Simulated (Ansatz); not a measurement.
## Effect of biaxial strain −3.00 %, plane normal [001], relaxed out of plane on Os

Consider Os in the hcp (Mg type) structure (space group P6_3/mmc, No. 194; a = 2.7543 Å, c = 4.3474 Å; relaxed with 0.1 eV smearing). Axes: x lies along a and z along c of the hexagonal cell.

The change: compressive biaxial strain of 3.00 % in the plane normal to [001], as in epitaxy on a mismatched substrate; the out-of-plane cell vector and the atoms relax.

Level of theory: Ansatz (a quantum-chemistry and plane-wave program) PBE, no spin-orbit coupling. Γ-centred 24×24×13 mesh, Fermi–Dirac width 0.1 eV.

```json
[
 {"quantity": "volume per atom", "base": "14.28 Å³", "changed": "13.65 Å³", "shift": "-0.63 Å³"},
 {"quantity": "space group", "base": "P6_3/mmc (No. 194)", "changed": "P6_3/mmc (No. 194)", "shift": "–"},
 {"quantity": "shortest interatomic distance", "base": "2.693 Å", "changed": "2.672 Å", "shift": "-0.0216 Å"},
 {"quantity": "pressure (mean of the normal stresses, compression positive)", "base": "0.0 GPa", "changed": "20.1 GPa", "shift": "+20.1 GPa"},
 {"quantity": "band gap", "base": "zero", "changed": "zero", "shift": "–"},
 {"quantity": "out-of-plane strain", "base": "–", "changed": "+1.60 %", "shift": "–"},
 {"quantity": "ratio −ε⊥/ε∥", "base": "–", "changed": "0.53", "shift": "–"},
 {"quantity": "mean in-plane stress (compression positive)", "base": "–", "changed": "+30.2 GPa", "shift": "–"}
]
```

Final structure (turned so that z lies along the plane normal):

```yaml
crystal:
  lattice:
    - [2.67170, 0.00000, 0.00000]
    - [1.33585, 2.31376, 0.00000]
    - [0.00000, 0.00000, 4.41710]
  atoms:
    - { symbol: Os, position: [0.66667, 0.66667, 0.75000] }
    - { symbol: Os, position: [0.33333, 0.33333, 0.25000] }
```

Cost of the whole job for the changed cell (relaxation, final SCF and bands): very roughly 40 core-seconds.

Stability against distortions was not tested. The final runs are not spin-polarised.
